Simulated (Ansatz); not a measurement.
# Fermi-surface data of MgRh (Pm-3m)

```
MgRh
1.0
    3.08323     0.00000     0.00000
    0.00000     3.08323     0.00000
    0.00000     0.00000     3.08323
Mg Rh
1 1
Cartesian
  0.00000   0.00000   0.00000
  1.54162   1.54162   1.54162
```

These are r2SCAN, rigid bands (plane waves, PAW, scalar-relativistic; Ansatz, a first-principles code) values and carry that method's errors. Condition of this run: functional r2SCAN on the same cell. Cell: cell and atoms relaxed with PBEsol.

| Quantity | Value |
|---|---|
| density of states at the Fermi level | 0.890 states/(eV·cell), both spins |
| bare Sommerfeld coefficient | 1.05 mJ/(mol of atoms·K²) |
| Drude plasma energy | 7.2 eV |
| root-mean-square Fermi velocity | 8.1e5 m/s |
| resistivity times τ | 9.3 ×10⁻²² Ω·m·s |

A metal at this level (no band gap); rigid bands, thermally averaged at 300 K, both spins. Spin-orbit coupling is left out. τ is one relaxation time for all states.

Formula and space group known from diffraction (Crystallography Open Database), not checked to be the room-temperature form: MgRh (Pm-3m).
